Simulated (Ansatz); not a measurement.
## How far to go with the k-point mesh: InBi2S4Cl (Cm, 8 atoms in the cell)

```
InBi2S4Cl
1.0
    6.32031    -1.97729     0.00000
    6.32031     1.97729     0.00000
   -3.72219     0.00000     7.79498
In Bi S Cl
1 2 4 1
Direct
  0.00189   0.00189   0.00641
  0.79566   0.79566   0.27516
  0.20434   0.20434   0.72484
  0.16340   0.16340   0.31688
  0.83660   0.83660   0.68312
  0.37459   0.37459   0.05408
  0.62541   0.62541   0.94592
  0.50000   0.50000   0.50000
```

Level of theory: PBEsol, default PAW files made with PBE (plane waves; Ansatz, a first-principles code).

Base settings: basis.ecutwfc = 420 eV; kpoints.mp_grid.grid = 6 6 2; hamiltonian.xc = pbesol; hamiltonian.pseudopotentials = {kind: paw} (the program's default PAW files); scf.occupations.method = fermi_dirac; scf.occupations.width = 0.02 eV.

The second cell is the first with its lattice scaled by 0.98.

Only quantities that move along the ladder and can be compared are tabulated.

The starting cell comes from a database of computed structures (which also holds hypothetical and non-ambient phases and stackings), without a prior relaxation at this level. Its lattice was rescaled by up to half a per cent. One atom was moved a little off its site on purpose. Spin-orbit coupling is off. In the base run, with a pressure of about -3 GPa the cell is away from its equilibrium volume at this level. Ansatz's pressure includes its estimate of the finite-basis (Pulay) stress.

Steps (kpoints.mp_grid.grid): 2 2 1; 3 3 1; 3 3 2; 4 4 2; 6 6 2; 5 5 3; 6 6 3; 7 7 4; 8 8 4; 9 9 4; 9 9 5; 10 10 5; 11 11 6; 13 13 6; 14 14 7; 16 16 8; 17 17 9.

**Question.** What is the coarsest kpoints.mp_grid.grid that holds the pressure within 0.2 GPa of the last step, with all finer ones?

**Answer.** 3 3 1; the step before is off by 0.44 GPa.

**Question.** What is the coarsest kpoints.mp_grid.grid that holds the energy of the compressed cell less the first within 0.5 meV/atom of the last step, with all finer ones?

**Answer.** 3 3 1; the step before is off by 4.3 meV/atom.

| kpoints.mp_grid.grid | free energy less the last step's (meV/atom) | energy of the compressed cell less the first (meV/atom) | pressure (GPa) | largest difference of a force vector from the last step's (eV/Å) | gap on the mesh (eV) |
|---|---|---|---|---|---|
| 2 2 1 | 38.18 | -8.87 | -3.01 | 0.517 | 1.923 |
| 3 3 1 | -3.18 | -13.54 | -3.49 | 0.150 | 1.998 |
| 3 3 2 | 4.88 | -13.19 | -3.44 | 0.057 | 1.719 |
| 4 4 2 | 2.13 | -13.16 | -3.44 | 0.022 | 1.604 |
| 6 6 2 | 0.84 | -13.07 | -3.43 | 0.009 | 1.579 |
| 5 5 3 | 0.54 | -13.22 | -3.45 | 0.005 | 1.515 |
| 6 6 3 | 0.19 | -13.20 | -3.45 | 0.002 | 1.534 |
| 7 7 4 | 0.08 | -13.21 | -3.45 | 0.001 | 1.590 |
| 8 8 4 | 0.03 | -13.21 | -3.45 | 0.000 | 1.529 |
| 9 9 4 | 0.01 | -13.21 | -3.45 | 0.000 | 1.533 |
| 9 9 5 | 0.01 | -13.21 | -3.45 | 0.000 | 1.469 |
| 10 10 5 | 0.00 | -13.21 | -3.45 | 0.000 | 1.445 |
| 11 11 6 | 0.00 | -13.21 | -3.45 | 0.000 | 1.491 |
| 13 13 6 | 0.00 | -13.21 | -3.45 | 0.000 | 1.472 |
| 14 14 7 | 0.00 | -13.21 | -3.45 | 0.000 | 1.463 |
| 16 16 8 | 0.00 | -13.21 | -3.45 | 0.000 | 1.443 |
| 17 17 9 | 0.00 | -13.21 | -3.45 | 0.000 | 1.464 |

The energy difference between the two cells stays within 1 meV/atom of the last step's from 3 3 1 on, the total only from 6 6 2 on: much of the error is common to both cells and cancels.

The gap on the mesh jumps up and down from mesh to mesh; it is no smooth measure of convergence.

Keys are those of Ansatz 0.2.
